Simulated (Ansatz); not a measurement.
The reference is Al in the fcc (Cu type) structure (space group Fm-3m, No. 225; relaxed with 0.1 eV smearing).

```
Al
1.0
    0.00000     1.99194     1.99194
    1.99194     0.00000     1.99194
    1.99194     1.99194     0.00000
Al
1
Direct
  0.00000   0.00000   0.00000
```

Cartesian axes are those of the cell as printed.

Level of theory: LDA (Ansatz, a program for electronic structure, PAW, scalar-relativistic without spin-orbit coupling).

Strains are applied to the cell and any free atomic positions relax; under biaxial strain the out-of-plane vector relaxes too.

One change was made to it. Results:

| quantity | base | after |
|---|---|---|
| energy relative to the base (free energy F) | 0 meV/atom | +2.0 meV/atom |
| volume per atom | 15.81 Å³ | 15.61 Å³ |

Problem. Which change produced these results?
A. biaxial strain +2.50 %, plane normal [111], relaxed out of plane
B. biaxial strain −1.25 %, plane normal [111], relaxed out of plane
C. biaxial strain −0.42 %, plane normal [111], relaxed out of plane

Solution. B, biaxial strain −1.25 %, plane normal [111], relaxed out of plane. For comparison, the energy relative to the base in the other runs: biaxial strain −0.42 %, plane normal [111], relaxed out of plane gives +0.2 meV/atom; biaxial strain +2.50 %, plane normal [111], relaxed out of plane gives +6.9 meV/atom.

No phonon test of stability was made.
